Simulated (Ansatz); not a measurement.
## SnO (model structure, started from the h-BN type, P6₃/mmc, No. 194, 4 atoms in the cell): properties by level of theory

```tsv
level (code)	equilibrium lattice constant a (Å)	lattice parameter c (Å)	enthalpy of formation (eV/atom)
PBE (Ansatz)	4.169	?	-0.825
PBEsol (Ansatz)	?	5.125	-0.832
PBE-D3(BJ) (Ansatz)	?	?	-0.842
```

What belongs in the gaps?


- PBE (Ansatz, a quantum-chemistry and plane-wave program), lattice parameter c (Å): 5.238
- PBEsol (Ansatz), equilibrium lattice constant a (Å): 4.112
- PBE-D3(BJ) (Ansatz), equilibrium lattice constant a (Å): 4.140
- PBE-D3(BJ) (Ansatz), lattice parameter c (Å): 5.191

Caveats: a distance lies near a switch of the dispersion term, which can move the cell (PBE-D3(BJ)). Ansatz's density-functional and Hartree–Fock values are scalar-relativistic unless marked +SOC, with PAW data made under PBE.

Static lattice: no zero-point or thermal effects.

A model structure was made by putting elements into a prototype or built by hand; it is no filed structure, need not be a known phase, and can be a saddle point held by its symmetry.
